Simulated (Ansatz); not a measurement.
We consider LiF (P6₃mc, No. 186; start mp-1185301; another space group than a measured phase of this formula), described by PBEsol in Ansatz (PAW).

Numerical settings: plane-wave cutoff 520 eV, 12×12×8 k mesh (along the axes of the cell as run), Fermi–Dirac smearing 0.01 eV, scalar-relativistic PAW data made under PBE.

The cell is the one relaxed with PBEsol. Conventional cell: a = 3.0962 Å, b = 3.0962 Å, c = 4.8121 Å, α = 90.00°, β = 90.00°, γ = 120.00°.

```
LiF
1.0
    3.09623     0.00000     0.00000
   -1.54812     2.68141     0.00000
    0.00000     0.00000     4.81213
Li F
2 2
Direct
  0.33333   0.66667   0.38232
  0.66667   0.33333   0.88232
  0.33333   0.66667   0.99267
  0.66667   0.33333   0.49267
```

List the 10 lowest band energies at Γ above −25 eV (eV, relative to the valence band maximum), grouping those that round alike.

At Γ: -19.32, -19.08, -2.21, -0.51 (×2), -0.18 (×2), 0.00, 7.60, 11.92.

A start named mp-… is a Materials Project structure, which can be a computed phase never made.

Ansatz is a first-principles code.
